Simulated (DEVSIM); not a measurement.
Device: TaN/SiO2/n-Si capacitor, at 300 K.

```csv
layer (left to right),material,thickness (nm),Nd (cm⁻³)
1,SiO2,1.60,-
2,Si,8100,5e15
```

Metal gate on the left, work function 4.4 eV. Fixed charge at the semiconductor interface 5.6e10 cm⁻² (in units of +e); no interface traps.

Constants are typed, rounded textbook-type inputs, not results; the design itself was drawn at random and stands for no fabricated device. Values at 300 K; Nc and Nv go as T^1.5, mobilities as T to minus their exponent, the gap by Varshni's rule with the affinity fixed.

```
parameter         SiO2        Si
----------------  ----  --------
gap (eV)             9     1.124
affinity (eV)      0.9      4.05
permittivity       3.9      11.7
Nc (cm⁻³)            -   2.86e19
Nv (cm⁻³)            -    3.1e19
Varshni α (eV/K)     -  0.000473
Varshni β (K)        -       636
```

Model (solved in DEVSIM): 1D Poisson equation in equilibrium, Boltzmann statistics, complete ionisation; no quantum confinement or tunnelling. Metal contacts follow the ideal Schottky-Mott rule: no Fermi-level pinning, no interface dipoles.

The temperature was swept, all else fixed.

| temperature (K) | threshold voltage (band bending 2φF) (V) | minimum of the low-frequency capacitance (μF/cm²) | flat-band voltage (V) |
|---|---|---|---|
| 250 | -0.62 | 0.0255 | 0.17 |
| 300 | -0.57 | 0.0283 | 0.12 |
| 350 | -0.51 | 0.0313 | 0.08 |
| 400 | -0.45 | 0.0379 | 0.03 |
| 450 | -0.38 | 0.0452 | -0.01 |
| 500 | -0.32 | 0.0655 | -0.06 |

From the first row to the last the threshold voltage (band bending 2φF) goes from -0.62 to -0.32. From the first row to the last the minimum of the low-frequency capacitance goes from 0.0255 to 0.0655.
